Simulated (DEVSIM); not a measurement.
Device: Ru/SiO2/p-Si capacitor, at 300 K.

Layer 1 from the left is SiO2, thickness (nm) 4.50. Layer 2 from the left is Si, thickness (nm) 2300, Na (cm⁻³) 6.2e16.

Metal gate on the left, work function 4.7 eV. Fixed charge at the semiconductor interface -1.2e10 cm⁻² (in units of +e); interface traps 3e11 cm⁻² eV⁻¹, uniform in energy, neutral level at 0.5 of the gap above the valence band.

Constants are typed, rounded textbook-type inputs, not results; the design itself was drawn at random and stands for no fabricated device. Values at 300 K.

SiO2: gap (eV) 9, affinity (eV) 0.9, permittivity 3.9. Si: gap (eV) 1.124, affinity (eV) 4.05, permittivity 11.7, Nc (cm⁻³) 2.86e19, Nv (cm⁻³) 3.1e19.

Model (solved in DEVSIM): 1D Poisson equation in equilibrium, Boltzmann statistics, complete ionisation; no quantum confinement or tunnelling. Metal contacts follow the ideal Schottky-Mott rule: no Fermi-level pinning, no interface dipoles.

Task: What does the simulation give for the minimum of the low-frequency capacitance, the flat-band voltage, the threshold voltage (band bending 2φF)?

Result: minimum of the low-frequency capacitance 0.117 μF/cm²; flat-band voltage -0.34 V; threshold voltage (band bending 2φF) 0.69 V.
